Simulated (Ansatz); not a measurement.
The starting structures come from a database of crystals and need not be the phases stable at ambient conditions.

Tunnelling through a barrier is set by its complex band structure: the current falls as exp(−2κd) with the smallest κ.

```
CELL_PARAMETERS angstrom
      4.04901     0.00000     0.00000
     -2.02450     3.50655     0.00000
      0.00000     0.00000    20.18381
ATOMIC_POSITIONS crystal
  La 0.00000 0.00000 0.50000
  La 0.00000 0.00000 0.00000
  Zn 0.66667 0.33333 0.25000
  Zn 0.33333 0.66667 0.75000
  Zn 0.66667 0.33333 0.63116
  Zn 0.33333 0.66667 0.36884
  Zn 0.33333 0.66667 0.13116
  Zn 0.66667 0.33333 0.86884
  P  0.66667 0.33333 0.08964
  P  0.33333 0.66667 0.91036
  P  0.33333 0.66667 0.58964
  P  0.66667 0.33333 0.41036
  P  0.66667 0.33333 0.75000
  P  0.33333 0.66667 0.25000
```

Space group of this cell: P6_3/mmc. The cell is taken as given.

Transport runs along the normal of the first two printed cell vectors, the (001) plane of the conventional cell.

No gap correction and no spin-orbit coupling; mid-gap values are interpolated between computed energies.

Question: State the band gap and the smallest decay constant κ at mid-gap according to r2SCAN (Ansatz, a first-principles code).

Answer: Gap 0.39 eV on a 12×12×2 mesh; κ = 0.126 1/Å, at (0.500, 0.000) of the in-plane reciprocal vectors. At the zone centre, at the nearest computed energy, the slowest state has κ = 0.14 1/Å.
